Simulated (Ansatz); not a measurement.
Amorphous Si$_{32}$O$_{32}$

Preparation: random packing, a CHGNet melt and quench, and a DFT relaxation. O atoms were pushed apart under 1.9 Å during the dynamics, to hinder bonds among them. The hot cell started wider than the set density and was brought back towards it in steps. It is the lowest in DFT energy of 2 quenches. It is a model cell: composition and starting density were chosen by hand, and all elements were melted together. No dispersion term was used.

Methods: PBE, scalar-relativistic without spin-orbit coupling (Ansatz, a first-principles code); r2SCAN, scalar-relativistic without spin-orbit coupling (Ansatz); HSE06, scalar-relativistic without spin-orbit coupling (Ansatz). Geometry, pressure, stress and energy are those of the PBE run. Its sampling: a 2×2×2 Γ-centred mesh; Fermi-Dirac width 0.02 eV; no spin polarisation. Other functionals are single points at the zone centre (r2SCAN at 500 eV; exact exchange cut at the cell's faces), free to take moments where seeds were set. The usual formal charges leave 64 electrons over, so the level spacing at the Fermi energy parts defect or band states and needn't be the band gap. So small a spacing is near the smearing width and the bands' dispersion over the mesh, so it is a value of this cell and mesh.

The number of atoms in the cell is 64 and the density (volume relaxed, without dispersion) comes out as 2.37 g/cm³. The volume per atom is 15.45 Å^3. The pressure on a 2×2×2 Γ-centred mesh is 0.06 GPa. The largest force and stress component on that mesh (the relaxation ran on the zone centre alone) is 0.32 eV/Å and 0.1 GPa and the energy relative to alpha cristobalite + silicon (lowest mix at this level among the phases computed, not always the ambient ones) is 0.413 eV/atom. The level spacing at the Fermi energy on a 2×2×2 Γ-centred mesh (PBE) comes out as 0.10 eV and the level spacing at the Fermi energy at the zone centre (PBE) is 1.09 eV. The level spacing at the Fermi energy at the zone centre (r2SCAN) is 1.17 eV. The level spacing at the Fermi energy at the zone centre (HSE06) is 1.53 eV.

Neighbours within Si-Si 2.60 Å, Si-O 2.06 Å, O-O 1.58 Å count as bonded. Two cations that share two anions don't count as bonded, nor two that share one unless they lie closer than Si-Si 2.38 Å.

```yaml
Mean coordination of Si by anions: 2.06 (4 with 0, 5 with 1, 12 with 2, 7 with 3, 4 with 4); 48 close contacts or bonds to cations besides
Mean coordination of O: 2.06 (30 with 2, 2 with 3)
Mean Si-O bond: 1.674 Å (spread 0.062 Å, 66 counted)
Mean Si-Si bond: 2.399 Å (spread 0.069 Å, 24 counted)
```

Its density started from a set value of 2.17 g/cm³. The simulated quench (nominally 730 K/ps over its main leg) is rapid and tends to freeze in more defects than a deposited or slowly cooled glass has. Values belong to this one cell and scatter from quench to quench. Volume and shape were free in the relaxation. On a 2×2×2 Γ-centred mesh force components of up to 0.32 eV/Å stay, since the relaxation ran on the zone centre alone.
